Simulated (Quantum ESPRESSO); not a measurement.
## Habitual settings against a tight run: KCl (Fm-3m, 2 atoms in the cell)

Self-consistent single point.

```yaml
crystal:
  lattice:
    - [0.00000, 3.21476, 3.21476]
    - [3.21476, 0.00000, 3.21476]
    - [3.21476, 3.21476, 0.00000]
  atoms:
    - { symbol: K, position: [0.00000, 0.00000, 0.00000] }
    - { symbol: Cl, position: [0.50000, 0.50000, 0.50000] }
```

Level of theory: PBE, PSlibrary ultrasoft (PBE, semicore) pseudopotentials (plane waves; Quantum ESPRESSO 7.5).

Base settings: ecutwfc = 50 Ry; ecutrho = 350 Ry; occupations = fixed; potentials = {K: K.pbe-spn-rrkjus_psl.1.0.0.UPF, Cl: Cl.pbe-nl-rrkjus_psl.1.0.0.UPF}; K_POINTS = automatic 9 9 9 0 0 0; nbnd = 12; conv_thr = 1e-11 Ry.

Tight run (finer mesh or higher cutoff; not a proven limit): ecutwfc: 50 Ry → 70 Ry; ecutrho: 350 Ry → 490 Ry; conv_thr: 1e-11 Ry → 7.3e-11 Ry; K_POINTS: automatic 9 9 9 0 0 0 → automatic 13 13 13 0 0 0. It gave top of the valence band (on the code's own zero) 0.48 eV; gap on the k-point mesh 4.97 eV; pressure -0.36 GPa.

Quick runs, as changes from the base:
- A: the base itself
- B: ecutwfc: 50 Ry → 25 Ry; ecutrho: 350 Ry → 175 Ry; conv_thr: 1e-11 Ry → 7.3e-06 Ry; K_POINTS: automatic 9 9 9 0 0 0 → automatic 4 4 4 1 1 1
- C: ecutwfc: 50 Ry → 28 Ry; ecutrho: 350 Ry → 196 Ry; occupations: fixed → smearing; nbnd: 12 → default; pseudopotentials: {K: K.pbe-spn-rrkjus_psl.1.0.0.UPF, Cl: Cl.pbe-nl-rrkjus_psl.1.0.0.UPF} → {K: K.pz-spn-rrkjus_psl.1.0.0.UPF, Cl: Cl.pz-n-rrkjus_psl.1.0.0.UPF}; K_POINTS: automatic 9 9 9 0 0 0 → automatic 8 8 8 0 0 0; smearing: default → fermi-dirac; degauss: default → 0.036749 Ry [LDA (PZ), PSlibrary ultrasoft (LDA]
- D: ecutwfc: 50 Ry → 30 Ry; ecutrho: 350 Ry → 210 Ry; occupations: fixed → smearing; nbnd: 12 → default; K_POINTS: automatic 9 9 9 0 0 0 → automatic 1 1 1 0 0 0; smearing: default → fermi-dirac; degauss: default → 0.019992 Ry
- E: ecutwfc: 50 Ry → 25 Ry; ecutrho: 350 Ry → 175 Ry; K_POINTS: automatic 9 9 9 0 0 0 → automatic 2 2 2 0 0 0
- F: ecutwfc: 50 Ry → 55 Ry; ecutrho: 350 Ry → 385 Ry; pseudopotentials: {K: K.pbe-spn-rrkjus_psl.1.0.0.UPF, Cl: Cl.pbe-nl-rrkjus_psl.1.0.0.UPF} → {K: K.pz-spn-rrkjus_psl.1.0.0.UPF, Cl: Cl.pz-n-rrkjus_psl.1.0.0.UPF}; K_POINTS: automatic 9 9 9 0 0 0 → automatic 4 4 4 0 0 0 [LDA (PZ), PSlibrary ultrasoft (LDA]

Energies are extrapolated to zero smearing width, which holds to low order in the width alone (under cold and Methfessel-Paxton smearing the free energy itself is taken).

Dashes: energy of C, F, another energy zero; gap of D, left out as unsure on this mesh or at this smearing.

Gaps are read on each run's own mesh, which may miss the band edges.

† marks runs with another functional, U, potentials or spin treatment: their distance from the tight run is not a convergence error alone.

The count of work is k-points × plane waves × bands × iterations; it is no time. 

The starting cell comes from a database of computed structures (which also holds hypothetical and non-ambient phases and stackings), without a prior relaxation at this level. Its lattice was rescaled by a random factor within 2.5 % of one.

```
run  energy less tight (meV/atom)  pressure less tight (GPa)  gap on the mesh less tight (eV)  count of work / tight
---  ----------------------------  -------------------------  -------------------------------  ---------------------
A                             4.7                      -0.10                            0.000                   0.28
B                           156.6                      -4.11                            0.384                  0.014
C†                              –                      -3.89                           -0.433                  0.098
D                          1331.7                       9.90                                –                 0.0037
E                           180.5                      -3.64                           -0.043                 0.0085
F†                              –                      -2.39                           -0.436                  0.066
```

Among the runs at the tight run's level, the energy misses run from 4.7 to 1331.7 meV/atom.

Left out of this page: 1 run of the series outside the window shown, repeating another row's setting, or not comparable.
